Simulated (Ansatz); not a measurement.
We consider GaP (R-3m, No. 166, 4 atoms in the cell; start mp-1018275; a measured phase of this formula has another space group), described by LDA (plane waves, PAW; Ansatz, a first-principles code).

Run with plane-wave cutoff 520 eV, 10×10×10 k mesh, Fermi–Dirac smearing 0.01 eV, scalar-relativistic PAW data made under PBE.

Cell (relaxed with PBEsol):

```xyz
4
Lattice="1.9147 1.1054 6.3582 -1.9147 1.1054 6.3582 0.0000 -2.2109 6.3582" Properties=species:S:1:pos:R:3 pbc="T T T"
Ga     0.0000     0.0000     8.3127
Ga     0.0000     0.0000    10.7620
P      0.0000     0.0000     1.1025
P      0.0000     0.0000    17.9723
```

Q: Give the computed band gap and smallest direct gap on the k points sampled.

A: 
- band gap = 0.67 eV (indirect)
- smallest direct gap on the k points sampled = 1.09 eV

Note: cell and atoms aren't relaxed at this level (pressure -2.1 GPa).

Spin–orbit coupling is not included.

Static lattice: no zero-point or thermal effects.

A start named mp-… is a Materials Project structure, which need not be a measured phase.
